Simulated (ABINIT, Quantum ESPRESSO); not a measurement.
An ABINIT input for a self-consistent single point of Sr3P2 (Pm-3m, 5 atoms in the cell) (DFT, PBEsol, plane waves, norm-conserving pseudopotentials (PseudoDojo nc-sr-04 PBEsol standard)):

```
# Sr3P2, PseudoDojo nc-sr-04 PBEsol standard
pp_dirpath "./"
pseudos "Sr.upf, P.upf"
acell 5.6700000000 5.6700000000 5.6700000000 Angstrom
rprim
         1.0000000000    0.0000000000    0.0000000000
         0.0000000000    1.0000000000    0.0000000000
         0.0000000000    0.0000000000    1.0000000000
natom 5
ntypat 2
znucl 38 15
typat 1 1 1 2 2
xcart
         0.0000000000    2.8350000000    2.8350000000
         2.8350000000    0.0000000000    2.8350000000
         2.8350000000    2.8350000000    0.0000000000
         0.0000000000    0.0000000000    0.0000000000
         2.8350000000    2.8350000000    2.8350000000
      Angstrom
ecut 68 Ry
occopt 3
tsmear 0.136 eV
nband 27
kptopt 1
ngkpt 6 6 6
nshiftk 1
shiftk 0 0 0
nstep 100
toldfe 1.0e-09
prtwf 0
prtden 0
enunit 2
```

**Question.** Translate this input to Quantum ESPRESSO.

**Answer.** This is the input that was run; spellings and numerical settings could be chosen otherwise.

```fortran
&CONTROL
 calculation = 'scf'
 prefix = 'pwscf'
 outdir = './tmp'
 pseudo_dir = './'
 tprnfor = .true.
 tstress = .true.
/
&SYSTEM
 ibrav = 1
 celldm(1) = 10.7147471266
 nat = 5
 ntyp = 2
 ecutwfc = 70
 occupations = 'smearing'
 smearing = 'fermi-dirac'
 degauss = 0.0099958
/
&ELECTRONS
 conv_thr = 1.0d-10
 mixing_beta = 0.7
/
ATOMIC_SPECIES
Sr    87.6200  Sr.upf
P     30.9738  P.upf
ATOMIC_POSITIONS {alat}
Sr    0.0000000000    0.5000000000    0.5000000000
Sr    0.5000000000    0.0000000000    0.5000000000
Sr    0.5000000000    0.5000000000    0.0000000000
P     0.0000000000    0.0000000000    0.0000000000
P     0.5000000000    0.5000000000    0.5000000000
K_POINTS {automatic}
6 6 6  0 0 0
```

Basis settings and potentials, where a program has them, do not carry over. This input uses DFT, PBEsol, plane waves, PseudoDojo standard norm-conserving (PBESOL) pseudopotentials. Both were run: pressure -1.30 GPa in ABINIT and -1.29 in Quantum ESPRESSO.

On Quantum ESPRESSO: the starting cell comes from a database of computed structures (which also holds hypothetical and non-ambient phases and stackings), without a prior relaxation at this level. The run gives no clean gap (levels at the Fermi energy touch, overlap or are partly filled at this smearing), which alone does not show that the compound is a metal.

On ABINIT: the starting cell comes from a database of computed structures (which also holds hypothetical and non-ambient phases and stackings), without a prior relaxation at this level. The run gives no clean gap (levels at the Fermi energy touch, overlap or are partly filled at this smearing), which alone does not show that the compound is a metal.
